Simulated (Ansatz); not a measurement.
The starting structures come from a database of crystals and need not be the phases stable at ambient conditions.

Inside the gap of an insulator the Bloch states are evanescent, with a wavenumber k + iκ along the transport direction.

Input:

```xyz
17
Lattice="7.1673 0.0000 0.0000 0.0000 10.1361 0.0000 3.5837 5.0681 3.5837" Properties=species:S:1:pos:R:3 pbc="T T T"
Sn     0.0000     0.0000     0.0000
H      7.1673    12.0749     2.7418
H      3.5837     3.1293     0.8419
H      4.4255     1.9387     0.0000
H      2.7418     8.1974     0.0000
H      3.5837     7.0068     0.8419
H      7.1673     8.1974     2.7418
H      2.7418     1.9387     0.0000
H      4.4255     8.1974     0.0000
N      3.5837     7.6021     0.0000
N      3.5837     2.5340     0.0000
Cl     7.1673     2.4577     0.0000
Cl     7.1673     7.6784     0.0000
Cl     9.0131     5.0681     1.8458
Cl     8.9052    10.1361     1.7379
Cl     5.3216     5.0681     1.8458
Cl     5.4295    10.1361     1.7379
```

Space group of this cell: Fm-3m. The cell was relaxed by PBE-D3(BJ); by r2SCAN its mean pressure is -0.8 GPa.

Transport runs along the normal of the first two printed cell vectors, the (110) plane of the conventional cell.

No gap correction and no spin-orbit coupling; mid-gap values are interpolated between computed energies.

Question: Predict the band gap and the smallest decay constant κ at mid-gap from r2SCAN (Ansatz, a quantum-chemistry and plane-wave program).

Answer: Gap 2.92 eV on a 8×8×8 mesh; κ = 0.315 1/Å, at the zone centre.
